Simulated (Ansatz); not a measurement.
We consider TaC (model structure, started from the CsCl type, Pm-3m, No. 221, 2 atoms in the cell), described by PBEsol in Ansatz (PAW).

Settings: plane-wave cutoff 520 eV, 20×20×20 k mesh, Fermi–Dirac smearing 0.05 eV, scalar-relativistic PAW data made under PBE.

Cell (relaxed at this level):

```yaml
crystal:
  lattice:
    - [2.76872, 0.00000, 0.00000]
    - [0.00000, 2.76872, 0.00000]
    - [0.00000, 0.00000, 2.76872]
  atoms:
    - { symbol: Ta, position: [0.00000, 0.00000, 0.00000] }
    - { symbol: C, position: [0.50000, 0.50000, 0.50000] }
```

Problem. Give the computed bulk modulus B0.

Solution. 
- bulk modulus B0 = 312 GPa

The run finds no gap.

Note: the bulk modulus is −V dP/dV from two relaxed cells at ±2 % in volume; the relaxation could raise the start's symmetry but not lower it, so the cell can be a saddle point.

Spin–orbit coupling is not included; it can open a gap where bands touch, and shift volumes and moduli.

The computed numbers hold no vibrational or temperature effects.

Computing time: very roughly 24 core-seconds.

A model structure was made by putting elements into a prototype or built by hand; it is no filed structure, need not be a known phase, and can be a saddle point held by its symmetry.

Ansatz is a program for electronic structure.
